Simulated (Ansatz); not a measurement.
RuAl (Pm-3m), PBEsol, DFPT electron-phonon coupling, linearised Boltzmann equation (Ansatz, a first-principles code): Condition of this run: hydrostatic pressure -4 GPa (the target of the relaxation). phonon-limited resistivity 7.17 μΩ·cm at 300 K, 9.83 μΩ·cm at 400 K, current-weighted mean free path 8.4 nm, Drude plasma energy 7.74 eV.

Task: What is the classical skin depth at 10 GHz (nonmagnetic, μ₀ = 1.257×10⁻⁶ H/m)?

Result: δ = √(ρ/(π f μ₀)) = 1350 nm.

Task: What temperature coefficient of resistance follows, and how does it compare with 1/T?

Result: (ρ₄₀₀ − ρ₃₀₀)/(100 K × ρ₃₀₀) = 3.71×10⁻³ K⁻¹, against 1/T = 3.33×10⁻³ K⁻¹ for a resistivity proportional to T. It lies higher because phonons are still being populated at 300 K; impurities would add a constant and lower it.

Task: Estimate the resistivity of a 80 nm square wire with diffuse walls from ρ ≈ ρ₀(1 + 3ℓ/4d).

Result: 1 + 0.75 × 8.4/80 = 1.08, so ρ ≈ 7.73 μΩ·cm and a line 1 μm long has 12.1 Ω. The formula is the free-electron limit for d well above ℓ; grain boundaries add to it.

A metal at this level (no band gap). Only scattering by harmonic phonons is included (no impurities, grain boundaries, electron-electron scattering or thermal expansion). Spin-orbit coupling is left out. Halving the electron mesh (28x28x28) moves the resistivity by up to 2 % at 300 K, the mean free path by up to 3 %. Smearing 0.20 eV; phonons on a 5x5x5 q mesh, which this run doesn't test.
